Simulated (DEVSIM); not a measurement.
Device: Schottky contact on n-type GaN, at 300 K.

Layer 1 from the left is GaN, thickness (μm) 9.20, Nd (cm⁻³) 7.5e16, τn (s) 3.2e-10, τp (s) 3.2e-10.

Left contact: Schottky, work function 5.16 eV, emission velocity 7.4e6 cm/s. Right contact: ohmic. Voltage is applied to the left contact. Recombination: SRH at mid-gap, Auger. Mobility is μmin + (μ − μmin)/(1 + (N/Nref)^α).

This is a model device: material constants are rounded textbook-type values typed into the input, and sizes, dopings and lifetimes were drawn at random. Values at 300 K.

GaN: gap (eV) 3.43, affinity (eV) 4.1, permittivity 9.5, Nc (cm⁻³) 2.3e18, Nv (cm⁻³) 4.6e19, μn (cm²/Vs) 1200, μp (cm²/Vs) 100, μn,min 55, μp,min 3, Nref,n 2e17, Nref,p 3e17, αn 1, αp 2, Cn (cm⁶/s) 1e-30, Cp (cm⁶/s) 1e-30.

### Question
Estimate by hand the built-in potential, the peak field at zero bias, the capacitance at -6 V, and compare with a numerical solution.

### Answer

- Built-in potential: barrier φB = 1.060 eV; Vbi = φB − kT/q ln(N_band/N) = 0.972 V; numerical 0.972 V.
- Peak field at zero bias: depletion approximation: W = √(2εVbi/(qN)) = 0.117 μm with N = 7.50e16 cm⁻³; field = 2Vbi/W = 167000 V/cm; numerical 164000 V/cm (estimate above by 1.8 %).
- Capacitance at -6 V: C = √(qεN / 2(Vbi + |V|)) = 26.9 nF/cm²; numerical 27.0 nF/cm².

Simulated with DEVSIM: 1D drift-diffusion, Boltzmann statistics, complete ionisation; no tunnelling, impact ionisation, image-force lowering or self-heating. Metal contacts follow the ideal Schottky-Mott rule: no Fermi-level pinning, no interface dipoles.
